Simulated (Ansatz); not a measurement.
We consider GeSiC2 (model structure, started from the AlGaN2 type, P-4m2, No. 115, 4 atoms in the cell), described by PBE+SOC in Ansatz (PAW).

Numerical settings: plane-wave cutoff 520 eV, 10×10×8 k mesh (along the axes of the cell as run), Fermi–Dirac smearing 0.01 eV, PAW data made under PBE.

Cell (relaxed with PBEsol):

```
CELL_PARAMETERS angstrom
      3.15581     0.00000     0.00000
      0.00000     3.15581     0.00000
      0.00000     0.00000     4.45313
ATOMIC_POSITIONS crystal
  Ge 0.50000 0.50000 0.50000
  Si 0.00000 0.00000 0.00000
  C  0.50000 0.00000 0.76364
  C  0.00000 0.50000 0.23636
```

**Question.** Predict the band gap and smallest direct gap on the k points sampled.

**Answer.** 
- band gap: 1.48 eV (indirect)
- smallest direct gap on the k points sampled: 1.84 eV

Note: the relaxation could raise the start's symmetry but not lower it, so the cell can be a saddle point; cell and atoms aren't relaxed at this level (largest force component 0.10 eV/Å, pressure 4.3 GPa).

The computed numbers hold no vibrational or temperature effects.

The result took very roughly 2.2 core-minutes.

A model structure was made by putting elements into a prototype or built by hand; it is no filed structure, need not be a known phase, and can be a saddle point held by its symmetry.

Ansatz is an electronic-structure program.
